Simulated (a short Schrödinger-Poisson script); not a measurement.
Structure: MOS inversion layer, Al2O3 on p-type Si(111), at 300 K.

From the gate side: 4.6 nm Al2O3; 230 nm Si, acceptors 3.6e18 cm⁻³.

The device is made up for the run: typed textbook-type constants, with dimensions and the other settings drawn at random. Al2O3: permittivity 9, conduction-band edge (eV) 2.7, gap (eV) 6.8, electron mass (mₑ) 0.3. Si: permittivity 11.7, conduction-band edge (eV) 0, gap (eV) 1.124, Nv at 300 K (cm⁻³) 3.1e19.

Channel valleys (confinement mass, in-plane density-of-states mass, number): Δ6 0.258, 0.358, 6. At the gate the conduction-band edge of layer 1 lies 3.11 eV − eVg above the Fermi level of the channel; the field vanishes at the back. Gaps are held at their typed values at every temperature. Mesh 0.03 nm at interfaces.

Solved with a short Schrödinger-Poisson script written for these runs: 1D Poisson equation in equilibrium, electrons quantum, Hartree (BenDaniel-Duke, 12 states a valley, the channel's in-plane mass for all, wave functions ending at the dielectric), parabolic valleys, classical holes, full ionisation, no traps, pinning or gate leakage.

```tsv
Vg (V)	electrons (cm⁻²)	C (μF/cm²)	Δ6 E0 (meV from the Fermi level)
1.1	2.33e9	0.411	238.0
1.2	3.22e10	0.485	170.1
1.3	2.54e11	0.839	116.5
1.4	7.89e11	1.12	87.0
1.5	1.49e12	1.24	70.2
1.6	2.26e12	1.30	58.9
1.7	3.07e12	1.34	50.5
1.8	3.91e12	1.36	43.8
1.9	4.76e12	1.38	38.3
2	5.62e12	1.39	33.4
2.1	6.50e12	1.40	29.2
2.2	7.38e12	1.41	25.4
2.3	8.26e12	1.42	21.9
2.4	9.16e12	1.43	18.8
2.5	1.01e13	1.43	15.8
```

Gate voltages with under 1e9 electrons/cm² are left out.

### Question
At Vg = 2.5 V the lowest Δ6 subband lies at 15.8 meV from the Fermi level. How many electrons does it hold, and what share of all?

### Answer
The two-dimensional density of states is g m/(πħ²) = 8.97e11 cm⁻² meV⁻¹ (both spins), kT = 25.9 meV, so n = D kT ln(1 + exp(−E/kT)) = 1.01e13 cm⁻², 1.00 of the 1.01e13 cm⁻² in all.

### Question
Compare the slope of the sheet density between 2.3 and 2.5 V with the geometric capacitance of the layers between gate and channel.

### Answer
q Δn/ΔV = 1.47 μF/cm²; ε0/Σ(t/ε) = 1.73 μF/cm². The ratio is 0.85: the channel acts as a further capacitance in series.
